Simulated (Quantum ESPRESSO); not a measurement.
Quantum ESPRESSO 7.5, DFT, PBE, plane waves, SSSP 1.1.2 efficiency PBE: Al(111) slab of 5 layers, 1x1 (Al5), unrelaxed, 5 atoms. Basis and mesh were picked for this test and aren't claimed converged.

```fortran
&CONTROL
  calculation = 'scf'
  pseudo_dir = './pseudo'
  outdir = './out'
  tprnfor = .true.
  tstress = .false.
/
&SYSTEM
  ibrav = 0
  nat = 5
  ntyp = 1
  ecutwfc = 45
  ecutrho = 360
  occupations = 'smearing'
  smearing = 'mv'
  degauss = 0.02
/
&ELECTRONS
  conv_thr = 5e-09
/
ATOMIC_SPECIES
Al 26.9815 Al.pbe-n-kjpaw_psl.1.0.0.UPF
CELL_PARAMETERS angstrom
  2.863782000000   0.000000000000   0.000000000000
  1.431891000000   2.480108000000   0.000000000000
  0.000000000000   0.000000000000  23.353074000000
ATOMIC_POSITIONS crystal
Al   0.666667000000   0.666667000000   0.299746000000
Al   0.000000000000   0.000000000000   0.399873000000
Al   0.333333000000   0.333333000000   0.500000000000
Al   0.666667000000   0.666667000000   0.600127000000
Al   0.000000000000   0.000000000000   0.700254000000
K_POINTS automatic
18 18 1 0 0 0
```

```bash
OMP_NUM_THREADS=1 mpirun -np 96 pw.x -nk 32 -in pw.in
```

The program reports k-points computed: 37, bands: 12, electrons: 15, G-vectors of the density: 129135, FFT grid: 36×36×270, symmetry operations: 12.

It runs on a single node (AMD EPYC (Zen 5), 96 cores on 1 socket, no SMT, 12 L3 cache groups).

On 96 ranks this takes 6.3 s. Each time is the median wall time of two to five repeats, run one at a time on the otherwise empty machine; start-up is included. Processes are pinned to neighbouring cores unless said otherwise. The build: conda-forge: Open MPI 5.0, OpenMP, OpenBLAS 0.3.34 (pthreads), FFTW, ScaLAPACK, ELPA; another build can shift the numbers. Scratch files lie in a memory file system.

Question: Make this run faster without changing its result beyond 1.0 meV/atom in energy, 10 meV/Å in forces (largest component). Keep to 96 cores.

Answer: Several could match; the one computed here: going from -nk 32 to -nk 6, one of the fastest among the values tried that keep the result.

```diff
-OMP_NUM_THREADS=1 mpirun -np 96 pw.x -nk 32 -in pw.in
+OMP_NUM_THREADS=1 mpirun -np 96 pw.x -nk 6 -in pw.in
```

Time: 6.3 s to 3.0 s (2.1× as fast). The largest move is in potentials (v_of_rho, newd, PAW_pot): 2.6 s to 0.52 s. These two results differ by: energy equal as printed, forces (largest component) 0.14 meV/Å. Others tried: -nk 8 (3.2 s); -nk 4 (3.2 s); -nk 3 (3.5 s); -nk 12 (3.5 s); -nk 16 (4.1 s); -nk 24 (4.4 s); -nk 2 (4.6 s); -nk left out (the program takes 1) (5.5 s); -nk 1 (5.8 s); -nk 48 (6.3 s). Launch, exit and the like take 0.82 s of the 3.0 s.
